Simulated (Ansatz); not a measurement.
An armchair WS2 nanoribbon, N = 15, bare edges, relaxed period 5.500 Å, atoms relaxed at each strain.

| strain | energy (meV a period) | axial force (nN) |
|---|---|---|
| -0.015 | +117.2 | -4.60 |
| +0.015 | +110.6 | +4.23 |

The numbers are results of PBE (plane waves to 420 eV, PAW; Ansatz, a program for electronic structure), not measurements. Mesh 1×1×6. No spin polarisation, so a magnetic state wasn't tested. Isolated but for its images some 11 Å away. An idealised model, cut from the flat sheet. Symmetry and one short period hold its shape; lower forms weren't sought. Values not marked SOC lack spin–orbit coupling. Buckling under compression is shut out by symmetry and the short period. Energies are free energies at a Fermi–Dirac width of 0.02 eV, from the unstrained cell.

**Question.** Work out the axial stiffness dF/dε in two ways.

**Answer.** From the forces: (+4.23 − (-4.60))/0.030 = 294 nN. From the energies: (E₊ + E₋)/(ε² c) = 0.2278 eV/(0.015² × 5.500 Å) = 184.1 eV/Å = 295 nN. The two agree to within 1 %.
